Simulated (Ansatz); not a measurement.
The (100) surface of germanium, 1 pair of surface atoms bonded, Ga on one of 2 atoms under the surface, no caps (bottom of the slab: built like the top, H on every dangling bond, free)

Level of theory: PBE (plane waves to 420 eV, PAW; Ansatz, a first-principles code).

Model: 22-atom slab, 14.8 Å thick at the start with caps and adatoms, 4x7x1 mesh, Fermi-Dirac 0.025 eV, dipole correction, 4 atoms held, the rest relaxed; held to the start's symmetry, so lower structures may exist; spin-polarised, no spin-orbit, no U. The slab shows no gap on its mesh. The starting moment vanished. In PBE it lies 0.20 eV a 1x1 cell over the lowest computed structure of the same composition (1 pair of surface atoms bonded, Ga on one of 2 surface atoms, no caps).

```json
{
 "work_function_of_the_top_face": "4.64 eV",
 "energy_released_by_relaxation": "0.83 eV",
 "cost": "roughly 30 core-minutes"
}
```
